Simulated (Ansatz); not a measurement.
# Dielectric-response calculation of BN (P6_3mc, 4 atoms in the cell) at several settings

```xyz
4
Lattice="2.4955 0.0000 0.0000 -1.2477 2.1611 0.0000 0.0000 0.0000 4.1301" Properties=species:S:1:pos:R:3 pbc="T T T"
B      1.2477     0.7204     4.1289
B      0.0000     1.4408     2.0639
N      1.2477     0.7204     2.5824
N      0.0000     1.4408     0.5174
```

Base: PBE, PAW files run with Ansatz (a program for electronic structure). Its settings: basis.ecutwfc = 420 eV; kpoints.mp_grid.grid = 12 12 7; hamiltonian.xc = pbe; hamiltonian.pseudopotentials = {kind: paw} (an earlier, softer set of the program's PAW files); scf.occupations.method = fixed. Starting volume 5.57 Å³ per atom.

Each line gives the change from the base single point and the result:

- kpoints.mp_grid.grid: 12 12 7 → 18 18 11; dielectric: default → true: ε∞ at this k-point mesh, which may be far from converged in small-gap cells (xx, yy, zz) 4.51, 4.51, 4.67; Born charges at this mesh (mean of the diagonal, e) B 1.85, B 1.85, N -1.85, N -1.85.
- kpoints.mp_grid.grid: 12 12 7 → 8 8 5; dielectric: default → true: ε∞ at this k-point mesh, which may be far from converged in small-gap cells (xx, yy, zz) 4.51, 4.51, 4.67; Born charges at this mesh (mean of the diagonal, e) B 1.85, B 1.85, N -1.85, N -1.85.
- kpoints.mp_grid.grid: 12 12 7 → 10 10 6; dielectric: default → true: ε∞ at this k-point mesh, which may be far from converged in small-gap cells (xx, yy, zz) 4.51, 4.51, 4.67; Born charges at this mesh (mean of the diagonal, e) B 1.85, B 1.85, N -1.85, N -1.85.

The starting cell comes from a database of computed structures (which also holds hypothetical and non-ambient phases and stackings), without a prior relaxation at this level. Its lattice was rescaled by a random factor within 2.5 % of one. In the base run, with a pressure of about 29 GPa the cell is away from its equilibrium volume at this level.

Frequencies and response belong to this unrelaxed cell.

Keys are those of Ansatz 0.2.
